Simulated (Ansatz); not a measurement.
Structures of equal composition on the (100) surface of germanium: 1 pair of surface atoms bonded, Ga on one of 2 atoms of the third shell, H on every dangling bond; 1 pair of surface atoms bonded, Ga on one of 2 atoms under the surface, H on every dangling bond. The slabs share one bottom face, and each structure is named by its start. These are constructed structures in small cells; real faces may alloy, dewet or reconstruct in larger ones, and not all known structures of the face are among them. Slabs of about 17 Å with all that they carry, Fermi-Dirac smearing of 0.025 eV. Bottom of the slabs: built like the top, H on every dangling bond, free. Relaxed from the named starts with such symmetry as they have, on meshes of like density; energies extrapolated to zero smearing; no spin-orbit coupling, no U. Spin-polarised runs, if any, are marked in brackets, and their order is one that fits the cell; the others ran without spin. Where a second, spin-polarised start was run, the lower counts.

Calculation: PBE (plane waves to 420 eV, PAW; Ansatz, a program for electronic structure).

Put the candidates in order of energy per 1x1 cell, lowest first, for PBE.

1 pair of surface atoms bonded, Ga on one of 2 atoms of the third shell, H on every dangling bond (0.000 eV [spin start, no net moment], no gap over 0.04 eV on the mesh), 1 pair of surface atoms bonded, Ga on one of 2 atoms under the surface, H on every dangling bond (0.056 eV [spin start, no net moment], no gap over 0.04 eV on the mesh)
